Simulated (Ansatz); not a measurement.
The structure below was relaxed with Ansatz (a first-principles code), PBEsol, PAW, cutoff 420 eV, without spin-orbit coupling.

Space group P6₃/mmc (No. 194); a = b = 3.599 Å, c = 5.587 Å, α = β = 90.00°, γ = 120.00°

```csv
atom,site,symmetry,x,y,z
Y,2c,-6m2,0.3333,0.6667,0.2500
```

**Question.** Write out a cell with all atoms.

**Answer.** 
```cif
data_Y2
_chemical_formula_sum 'Y2'
_space_group_name_H-M_alt 'P 1'
_space_group_IT_number 1
_cell_length_a 3.59943
_cell_length_b 3.59943
_cell_length_c 5.58709
_cell_angle_alpha 90.000
_cell_angle_beta 90.000
_cell_angle_gamma 120.000
loop_
_space_group_symop_operation_xyz
  'x, y, z'
loop_
_atom_site_label
_atom_site_type_symbol
_atom_site_fract_x
_atom_site_fract_y
_atom_site_fract_z
_atom_site_occupancy
Y1 Y 0.33333 0.66667 0.25000 1
Y2 Y 0.66667 0.33333 0.75000 1
```
This is the conventional cell.

No phonon test of stability was made. The final runs are not spin-polarised. The cell was made from Sr by this change: Sr → Y.
